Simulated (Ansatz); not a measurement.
# Nb2GaC: pressure series

Start from Nb2GaC (space group P6_3/mmc, No. 194; a = 3.1177 Å, c = 13.4813 Å; a cell from a computed database, its experimental status unchecked).

Cell and atoms are relaxed at each pressure.

All numbers come from Kohn–Sham DFT with the PBEsol functional, run in Ansatz (an electronic-structure program) with PAW and 420 eV plane waves, without spin-orbit coupling.

Notes on the quantities. enthalpy: H = E + PV relative to the base's energy.

```tsv
variant	enthalpy	density
base	–	7.83 g/cm³
pressure 0.3 GPa	+0.03 eV/atom	7.84 g/cm³
pressure 0.7 GPa	+0.06 eV/atom	7.86 g/cm³
pressure 1.5 GPa	+0.13 eV/atom	7.89 g/cm³
pressure 3 GPa	+0.26 eV/atom	7.95 g/cm³
pressure 5 GPa	+0.44 eV/atom	8.03 g/cm³
pressure 7.5 GPa	+0.65 eV/atom	___
```

**Question.** Some entries are withheld; estimate them.

**Answer.** 
- pressure 7.5 GPa, density: 8.12 g/cm³

Load acts through the strain it causes; cell and atoms are relaxed under it. Whether these cells are dynamically stable was not tested. No other phases were tried under pressure. All final runs are without spin polarisation.
